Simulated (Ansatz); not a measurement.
The parent structure is InP in the zinc blende structure (space group F-43m, No. 216; a = 5.907 Å). Axes: x, y, z lie along the cube axes.

Modification: compressive biaxial strain of 0.79 % in the plane normal to [001], as in epitaxy on a mismatched substrate; the out-of-plane cell vector and the atoms relax.

Levels (all Ansatz, a first-principles code, PAW): r2SCAN (500 eV, no spin-orbit coupling); HSE06+SOC (420 eV, spin-orbit coupling included).

The geometry is relaxed with r2SCAN.

- r2SCAN valence-band top at Γ = 0.00, 0.00, -0.08 eV
- r2SCAN lowest conduction level above the VBM at special points = Γ 1.04 eV; N 1.78 eV; X 1.97 eV

Task: What does HSE06+SOC give at this geometry for the valence-band top at Γ and lowest conduction level above the VBM at special points?

Result: The valence-band top at Γ (three highest Kramers pairs, from the VBM) changes from 0.00, 0.00, -0.08 eV to 0.00, -0.04, -0.16 eV; the lowest conduction level above the VBM at special points changes from Γ 1.04 eV; N 1.78 eV; X 1.97 eV to Γ 1.33 eV; N 2.14 eV; X 2.30 eV.

Single points use the geometry relaxed with r2SCAN. Differences between runs with and without spin-orbit coupling are approximate. The levels and masses belong to the bands next to the band gap. No phonon test of stability was made. Labels are those of the standard path for the cell's own space group.
